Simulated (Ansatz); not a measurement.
**A self-consistent single point of BeAu2 (I4/mmm, 3 atoms in the cell) with Ansatz (a program for electronic structure)**

Method: LDA (PW92), default PAW files made with PBE (plane waves; Ansatz).

Input:

Ansatz 0.2 input:
```yaml
# BeAu2
crystal:
  lattice:
    - [-1.45205300, 1.45205300, 5.02449600]
    - [1.45205300, -1.45205300, 5.02449600]
    - [1.45205300, 1.45205300, -5.02449600]
  atoms:
    - { symbol: Be, position: [0.00000000, 0.00000000, 0.00000000] }
    - { symbol: Au, position: [0.35823000, 0.35823000, 0.00000000] }
    - { symbol: Au, position: [0.64177000, 0.64177000, 0.00000000] }
basis:
  ecutwfc: 420.0
kpoints:
  mp_grid:
    grid: [16, 16, 16]
hamiltonian:
  xc: lda
  pseudopotentials:
    kind: paw
scf:
  occupations:
    method: fermi_dirac
    width: 0.1
output:
  forces: true
  eigenvalues: true
  stress: true
```

The program printed (abridged):

```
WARN ansatz: RAYON_NUM_THREADS=1 ignored (pool sized by the plan → 1); use --threads N
basis.fft_grid_basis auto: the FFT boxes are laid along the combinations [[1, 0, 1], [0, 1, 1], [0, 0, 1]] of the cell's own vectors, 2.904, 2.904 and 5.428 Å …
Pseudopotentials: kind: paw
Pseudopotential: Be, paw, valence charge 2
Pseudopotential: Au, paw, valence charge 19
Crystal: 3 atoms, lattice volume = 42.376 Å³
Basis set: ecut = 420 eV, 821 PW (Γ), FFT grids on a1+a3, a2+a3, a3
Bands: 24, of which v1, the nominal top of the filled ones, is band 20 counted from 1 (19 counted from 0)
Symmetry: 16 space group operations
Space group: I4/mmm (ITA 139), of the structure as read, at distance tolerance 3.5e-5 Å
k-points: 349 of 4096
PAW frozen core: Be, regenerated for the run's functional, and the local potential with it
PAW frozen core: Au, regenerated for the run's functional, and the local potential with it
Initial density: superposition of atomic densities (neutral atoms: chi_scale 0, normalization atom), corrected by the library's trained network
Initial wavefunctions: pseudopotential atomic-orbital guess
Eigensolver: davidson
Functional: x = slater, c = lda
SCF iter   1: F=—  HF=-25818.681682 eV  |F-HF|=—  |Δ(HF+E_count)|=         —  Δρ=6.14e-3  dr2=1.45e-2  ethr=1.77e-3  ⟨swp⟩=5.3  Hψ=35573  notcnv=0
all-band conjugate gradients solve this SCF's bands
preconditioner: auto → Kerker (q_TF=auto, 2.702 Å⁻¹)
SCF iter   2: F=—  HF=-25818.680033 eV  |F-HF|=—  |Δ(HF+E_count)|=   1.65e-3  Δρ=3.56e-3  dr2=5.87e-3  ethr=3.62e-5  ⟨swp⟩=1.0  Hψ=11172  notcnv=0
SCF iter   3: F=—  HF=-25818.678554 eV  |F-HF|=—  |Δ(HF+E_count)|=   1.48e-3  Δρ=6.22e-4  dr2=3.42e-4  ethr=1.47e-5  ⟨swp⟩=2.2  Hψ=12042  notcnv=0
SCF iter   4: F=—  HF=-25818.678482 eV  |F-HF|=—  |Δ(HF+E_count)|=   7.15e-5  Δρ=2.34e-4  dr2=2.64e-5  ethr=8.56e-7  ⟨swp⟩=2.3  Hψ=12187  notcnv=0
SCF iter   5: F=—  HF=-25818.678474 eV  |F-HF|=—  |Δ(HF+E_count)|=   8.47e-6  Δρ=6.09e-5  dr2=2.56e-6  ethr=6.60e-8  ⟨swp⟩=2.0  Hψ=12587  notcnv=0
SCF iter   6: F=—  HF=-25818.678473 eV  |F-HF|=—  |Δ(HF+E_count)|=   4.76e-7  Δρ=2.18e-5  dr2=3.09e-7  ethr=6.39e-9  ⟨swp⟩=1.3  Hψ=8899  notcnv=0
SCF iter   7: F=-25818.678473 eV  HF=-25818.678473 eV  |F-HF|=3.35e-9  |Δ(HF+E_count)|=   7.43e-8  Δρ=3.97e-6  dr2=5.66e-9  ethr=2.50e-10  ⟨swp⟩=4.2  Hψ=28550  notcnv=0
SCF 1 converged in 7 iterations: F = -25818.678473 eV  dr2 = 5.66e-9
SCF converged after 7 iterations
Free energy (F): -25818.678473 eV
Harris-Foulkes:  -25818.678473 eV  (|F-HF|=3.35e-9)
Internal energy: -25818.653916 eV  (E = F + TS)
E sigma→0 (E₀):  -25818.666195 eV
Entropy (-TS):   -0.024557 eV (-8.186 meV/atom)
Fermi energy:    18.314618 eV
--- Per-component energies (eV) ---
  E_band       = -504.707851
  E_kinetic    = 1229.057038
  E_local      = -4006.041339  (includes V_loc(G=0)·N_el)
  E_nonlocal   = 163.811450
  E_hartree    = 1707.081773
  E_xc         = -473.967776
  E_vxc        = -572.157578  (∫ρ·V_xc dr)
  E_paw        = -18900.257678  (= ΣΔE_a)
  E_vpaw       = -733.539723  (= ΣTr[D̂ρ^β])
  E_aug_tail   = 0.002547  (compensation charges beyond the density's cutoff)
  E_ewald      = -5539.415653
  E_core_change = 1.075722  (= ΣΔE_core)
  E_smearing   = -0.024557  (= −TS)
  E_closure    = -0.000000  (closes the sum)
  Σ components = -25818.678473   (vs F -25818.678473, Δ=0.00e0)
--- Forces (eV/Å), atoms counted from 1 ---
  atom   1  Be     0.00000000     0.00000000     0.00000000
  atom   2  Au     0.00000000     0.00000000    -0.01970359
  atom   3  Au    -0.00000000    -0.00000000     0.01970359
  max |Σ_I F_I| component: 6.94e-18 eV/Å
--- Stress (GPa, compression-positive) ---
       -5.715594      -0.000000       0.000000
       -0.000000      -5.715594       0.000000
        0.000000       0.000000      -5.659754
  P = ⅓ Tr σ = -5.6970 GPa (-56.970 kbar)
  The stress holds the Pulay correction. Without it, at fixed plane waves, as pw.x and ABINIT print it: P = -5.7357 GPa
--- Band table (eV; the first three rows and the last of 349) ---
  k-point 0: bands = ["-88.0606", "-88.0538", "-39.4501", "-39.3242", "-39.3242", "-39.3090", "-39.3045", "-39.3045", "7.5915", "10.5592", "11.5760", "12.0676", "12.5159", "13.9316", "13.9316", "14.1435", "14.1435", "14.6671", "15.1470", "15.4763", [...]
  k-point 1: bands = ["-88.0602", "-88.0536", "-39.4483", "-39.3298", "-39.3281", "-39.3092", "-39.3080", "-39.3067", "7.7509", "10.7143", "11.6628", "12.1189", "12.5620", "13.6406", "13.8754", "13.8879", "14.1125", "14.5897", "15.0570", "16.0886", [...]
  k-point 2: bands = ["-88.0592", "-88.0531", "-39.4435", "-39.3412", "-39.3394", "-39.3226", "-39.3181", "-39.3048", "8.2160", "11.1565", "11.9154", "12.2532", "12.6977", "12.9300", "13.7259", "13.7801", "14.0474", "14.2789", "14.7983", "17.2169", [...]
  k-point 348: bands = ["-88.0582", "-88.0562", "-39.3812", "-39.3785", "-39.3299", "-39.3299", "-39.2988", "-39.2988", "9.0681", "9.2414", "11.3465", "11.5538", "12.3422", "13.1539", "13.1539", "14.2546", "14.7499", "15.0573", "15.2046", "15.2046", [...]
```

The run converged in 7 iterations.

The starting cell comes from a database of computed structures (which also holds hypothetical and non-ambient phases and stackings), without a prior relaxation at this level. Its lattice was rescaled by up to half a per cent. Spin-orbit coupling is off. With a pressure of about -6 GPa the cell is away from its equilibrium volume at this level. Ansatz's pressure includes its estimate of the finite-basis (Pulay) stress.
